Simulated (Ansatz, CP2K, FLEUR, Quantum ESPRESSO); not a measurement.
## One structure in several programs: LaGe3Ir (I4mm, 5 atoms in the cell)

Self-consistent single point, at a second geometry (lattice scaled by 0.98). First geometry:

```
CELL_PARAMETERS angstrom
     -2.22450     2.22450     5.05379
      2.22450    -2.22450     5.05379
      2.22450     2.22450    -5.05379
ATOMIC_POSITIONS crystal
  La 0.57853 0.57853 0.00000
  Ge 0.34263 0.84263 0.50000
  Ge 0.84263 0.34263 0.50000
  Ge 0.00049 0.00049 0.00000
  Ir 0.23877 0.23877 0.00000
```

Shared settings, as Ansatz (a program for electronic structure) writes them: kpoints.mp_grid.grid = 6 6 6; scf.occupations.method = fermi_dirac; scf.occupations.width = 0.1 eV. Potentials and cutoffs stand in the table.

| code | model | ΔF from the first geometry (meV/atom) | pressure (GPa) | largest force (eV/Å) | cutoff |
|---|---|---|---|---|---|
| FLEUR | PBEsol, all-electron FLAPW (FLEUR), scalar-relativistic valence | 10.9 | – | 0.257 | Kmax 3.8 1/bohr |
| Quantum ESPRESSO | PBEsol, GBRV 1.5 ultrasoft (PBESOL) pseudopotentials | 8.9 | 5.22 | 0.262 | 50 Ry |
| Ansatz | PBEsol, PAW files made with PBE | 8.7 | 5.29 | 0.255 | 420 eV |
| CP2K | PBEsol, GPW, DZVP-MOLOPT-SR-GTH basis, GTH-PBE potentials (GTH_POTENTIALS) | 37.9 | 9.63 | 0.261 | grid 500 Ry |

Size of the force on each atom (eV/Å): Sizes of forces hide their directions.

```json
[
 {"code": "FLEUR", "La1": "0.128", "Ge2": "0.163", "Ge3": "0.163", "Ge4": "0.257", "Ir5": "0.210"},
 {"code": "Quantum ESPRESSO", "La1": "0.117", "Ge2": "0.166", "Ge3": "0.166", "Ge4": "0.262", "Ir5": "0.188"},
 {"code": "Ansatz", "La1": "0.111", "Ge2": "0.169", "Ge3": "0.169", "Ge4": "0.255", "Ir5": "0.194"},
 {"code": "CP2K", "La1": "0.231", "Ge2": "0.084", "Ge3": "0.084", "Ge4": "0.139", "Ir5": "0.261"}
]
```

A dash marks a value that a program does not give, or that is left out as unsure.

On Ansatz's run: spin-orbit coupling is off. Spin polarisation is off.

The spread over the programs that give each value: ΔF from the first geometry within 29.2 meV/atom; pressure within 4.41 GPa; largest force within 0.007 eV/Å.

CP2K uses small atom-centred bases, whose incompleteness enters pressures, forces and empty levels differently from a plane-wave cutoff. FLEUR treats all electrons, but the usual bases taken here (sphere radii, linearisation, local orbitals, empty states) were not tested for convergence, so the values are no reference for the others. Ansatz's pressure is given at a fixed set of plane waves, as the other plane-wave codes print theirs; with its correction for the finite basis it is 5.34 GPa. In the pressure, CP2K (by 4.37) lies more than 1 GPa from the median of the plane-wave programs.

The starting cell comes from a database of computed structures (which also holds hypothetical and non-ambient phases and stackings), without a prior relaxation at this level. Its lattice was rescaled by a random factor within 2.5 % of one. For this run, on top of that: lattice scaled by 0.98.

Left out of this page: SIESTA (unsound by tests on forces, stress, charge or solver warnings).

Keys are those of Ansatz 0.2.
